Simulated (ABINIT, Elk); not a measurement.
An ABINIT input for a self-consistent single point of BaAlGeH (P3m1, 4 atoms in the cell) (DFT, PBEsol, plane waves, norm-conserving pseudopotentials (PseudoDojo nc-sr-04 PBEsol standard)):

```
# BaAlGeH, PseudoDojo nc-sr-04 PBEsol standard
pp_dirpath "./"
pseudos "Ba.upf, Al.upf, Ge.upf, H.upf"
acell 3*1.0 Angstrom
rprim
         4.4007257049    0.0000000685    0.0000000000
        -2.2003629118    3.8111402213    0.0000000000
         0.0000000000    0.0000000000    5.2721000000
natom 4
ntypat 4
znucl 56 13 32 1
typat 1 2 3 4
xred
         0.3333333333    0.6666666667    0.0990200000
         0.0000000000    0.0000000000    0.6413500000
         0.6666666667    0.3333333333    0.5527400000
         0.0000000000    0.0000000000    0.9728900000
ecut 1061 eV
ixc -116133
occopt 3
tsmear 0.00036749
nband 19
kptopt 1
ngkpt 5 5 3
nshiftk 1
shiftk 0 0 0
nstep 50
tolvrs 1.0e-12
prtwf 0
prtden 0
enunit 2
```

Q: Give the Elk input for the same structure, mesh, smearing and functional.

A: This is the input that was run; spellings and numerical settings could be chosen otherwise.

```
tasks
  0

xctype
  22

swidth
  0.000367493

maxscl
  100

avec
    8.3161663319    0.0000001294    0.0000000000
   -4.1580832780    7.2020112408    0.0000000000
    0.0000000000    0.0000000000    9.9628251016

sppath
  'species/'

atoms
  4
  'Ba.in'
  1
  0.3333333333  0.6666666667  0.0990200000    0.0 0.0 0.0
  'Al.in'
  1
  0.0000000000  0.0000000000  0.6413500000    0.0 0.0 0.0
  'Ge.in'
  1
  0.6666666667  0.3333333333  0.5527400000    0.0 0.0 0.0
  'H.in'
  1
  0.0000000000  0.0000000000  0.9728900000    0.0 0.0 0.0

ngridk
  5 5 3
```

Basis settings and potentials, where a program has them, do not carry over. This input uses DFT, PBEsol, all-electron FP-LAPW, Elk's shipped species files, default APW+lo basis.

The starting cell comes from a database of computed structures (which also holds hypothetical and non-ambient phases and stackings), without a prior relaxation at this level. Its lattice was rescaled by a random factor within 2.5 % of one.
